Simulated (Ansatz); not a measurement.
A set of related cells and their band gap.

Cell A: Cs3Bi2I9 (P6₃/mmc), 28 atoms in the cell, k-point mesh 5×5×2 on the run's own vectors.
```yaml
crystal:
  lattice:
    - [8.53335, 0.00000, 0.00000]
    - [-4.26667, 7.39010, 0.00000]
    - [0.00000, 0.00000, 21.63726]
  atoms:
    - { symbol: I, position: [0.83573, 0.67146, 0.08196] }
    - { symbol: I, position: [0.16427, 0.83573, 0.58196] }
    - { symbol: I, position: [0.32854, 0.16427, 0.08196] }
    - { symbol: I, position: [0.16427, 0.32854, 0.58196] }
    - { symbol: I, position: [0.83573, 0.16427, 0.08196] }
    - { symbol: I, position: [0.67146, 0.83573, 0.58196] }
    - { symbol: I, position: [0.32854, 0.16427, 0.41804] }
    - { symbol: I, position: [0.16427, 0.83573, 0.91804] }
    - { symbol: I, position: [0.83573, 0.67146, 0.41804] }
    - { symbol: I, position: [0.67146, 0.83573, 0.91804] }
    - { symbol: I, position: [0.83573, 0.16427, 0.41804] }
    - { symbol: I, position: [0.16427, 0.32854, 0.91804] }
    - { symbol: I, position: [0.49598, 0.99195, 0.25000] }
    - { symbol: I, position: [0.50402, 0.49598, 0.75000] }
    - { symbol: I, position: [0.00805, 0.50402, 0.25000] }
    - { symbol: I, position: [0.50402, 0.00805, 0.75000] }
    - { symbol: I, position: [0.49598, 0.50402, 0.25000] }
    - { symbol: I, position: [0.99195, 0.49598, 0.75000] }
    - { symbol: Cs, position: [0.33333, 0.66667, 0.07335] }
    - { symbol: Cs, position: [0.66667, 0.33333, 0.57335] }
    - { symbol: Cs, position: [0.33333, 0.66667, 0.42665] }
    - { symbol: Cs, position: [0.66667, 0.33333, 0.92665] }
    - { symbol: Bi, position: [0.33333, 0.66667, 0.84412] }
    - { symbol: Bi, position: [0.66667, 0.33333, 0.34412] }
    - { symbol: Bi, position: [0.33333, 0.66667, 0.65588] }
    - { symbol: Bi, position: [0.66667, 0.33333, 0.15588] }
    - { symbol: Cs, position: [0.00000, 0.00000, 0.25000] }
    - { symbol: Cs, position: [0.00000, 0.00000, 0.75000] }
```

Cell B: Cs3Bi2I9 (P-3m1), 14 atoms in the cell; this is a cell whose start was taken from, or built on, an entry of a structure database, and that this text hasn't matched to a measured one, k-point mesh 6×6×4 on the run's own vectors.
```
CELL_PARAMETERS angstrom
      8.62216     0.00000     0.00000
     -4.31108     7.46701     0.00000
      0.00000     0.00000    10.65617
ATOMIC_POSITIONS crystal
  I  0.66897 0.83449 0.33706
  I  0.16551 0.83449 0.33706
  I  0.16551 0.33103 0.33706
  I  0.83449 0.66897 0.66294
  I  0.83449 0.16551 0.66294
  I  0.33103 0.16551 0.66294
  Bi 0.66667 0.33333 0.81030
  Bi 0.33333 0.66667 0.18970
  Cs 0.00000 0.00000 0.00000
  Cs 0.66667 0.33333 0.32979
  Cs 0.33333 0.66667 0.67021
  I  0.00000 0.50000 0.00000
  I  0.50000 0.50000 0.00000
  I  0.50000 0.00000 0.00000
```

Plane-wave PAW calculations with Ansatz (an electronic-structure program), its default PAW set, cutoff 420 eV, 500 eV for r2SCAN. The structures are at rest with r2SCAN; other levels are single points on them. HSE06 runs on coarser k-point meshes, which give the r2SCAN gaps of the finer ones within 0.03 eV. Neutral cells; Fermi-Dirac smearing of at most 0.05 eV in the solids, energies taken to zero width. The lattices are those relaxed with r2SCAN, so at other levels the solids can be strained, which adds to the spread. Larger cells are relaxed on a coarser mesh till forces fall under 0.03 eV/Å, which some starts already meet. No structure search was made; lower ones may exist. Spin-orbit coupling is left out. A dispersion term ran beside these levels; it doesn't touch the electrons. Gaps are highest filled to lowest empty Kohn-Sham level on the run's k-point mesh, states of defects and surfaces included; edges off the mesh make the true gap smaller, and under 0.08 eV counts as none; a gap is called direct where the least direct separation is within 0.02 eV of it.

Problem. Predict the band gap (eV) of each cell with r2SCAN.

Solution. 
| system | r2SCAN |
|---|---|
| A | 2.53 |
| B | 2.23 (indirect) |

With r2SCAN the value of A exceeds that of B by 0.3 eV.

Problem. Does the picture change with the functional?

Solution. 
| system | HSE06 |
|---|---|
| A | 2.85 |
| B | 2.57 |

With HSE06 the value of A exceeds that of B by 0.28 eV.
